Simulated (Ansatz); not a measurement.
Rock-salt NaH, relaxed in Ansatz (plane waves) with several semilocal functionals. Each gives its own volume and its own bulk modulus:

| level | V0 (Å³/atom) | bulk modulus B0 (GPa) | ln V0 | ln B0 |
|---|---|---|---|---|
| LDA | 12.890 | 27.41 | 2.5565 | 3.3109 |
| r²SCAN | 13.777 | 24.38 | 2.6230 | 3.1938 |
| PBE | 14.102 | 23.22 | 2.6463 | 3.1450 |

Q: Fit a straight line to ln B0 against ln V0. What does it predict for PBEsol, whose volume is 13.751 Å³/atom?

A: With x = ln V0 and y = ln B0: means 2.60860 and 3.21657; Σ(Δx Δy) = -0.007941, Σ(Δx²) = 0.004343, so the slope is -1.83. At x = 2.6211 the line gives y = 3.21657 + (-1.83) × (2.6211 − 2.60860) = 3.1937, or 24.38 GPa. The run with PBEsol gives 23.99 GPa, -1.6 % from the line. The rows used scatter about it by up to 0.4 %, while the largest value lies 18 % above the smallest. For comparison, PBE's own equation of state has B′ = 3.7, the slope −d ln B/d ln V at a fixed functional; the two needn't agree, since functionals also differ at one volume.

Measured: 19.4 ± 2 GPa (measured, room temperature, not corrected to a static lattice; as tabulated in High-pressure studies of NaH to 54 GPa).

Ansatz's density-functional and Hartree–Fock values are scalar-relativistic unless marked +SOC, with PAW data made under PBE.

Ansatz is a first-principles code.
